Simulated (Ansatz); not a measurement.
Results of BLYP in Ansatz (plane waves, PAW) for Be5Au (F-43m, No. 216).

Run with plane-wave cutoff 520 eV, 16×16×16 k mesh, Fermi–Dirac smearing 0.05 eV, scalar-relativistic PAW data made under PBE.

Results at a series of volumes:

```
V (Å³/atom)  E − E_lowest (meV/atom)  P (GPa)
-----------  -----------------------  -------
9.333                           6.82     5.81
9.527                           1.65     2.76
9.722                           0.00     0.00
9.916                           1.54    -2.50
10.111                          5.97    -4.76
```

Estimate the bulk modulus from the pressures at 9.527 and 9.916 Å³/atom, and compare it with a fit to all energies.

B = −V dP/dV. Between V = 9.527 and 9.916 Å³/atom, dP/dV = (-2.50 − (2.76))/(9.916 − 9.527) = -13.5 GPa per Å³/atom; at the midpoint 9.721 Å³/atom this gives B ≈ 131 GPa. The third-order Birch–Murnaghan fit gives V0 = 9.722 Å³/atom, B0 = 131 GPa, B′ = 4.0, which lies within 1 % of that estimate.

Spin–orbit coupling is not included; it can shift volumes and moduli of such heavy elements.

The computed numbers hold no vibrational or temperature effects.

Ansatz is an electronic-structure program.
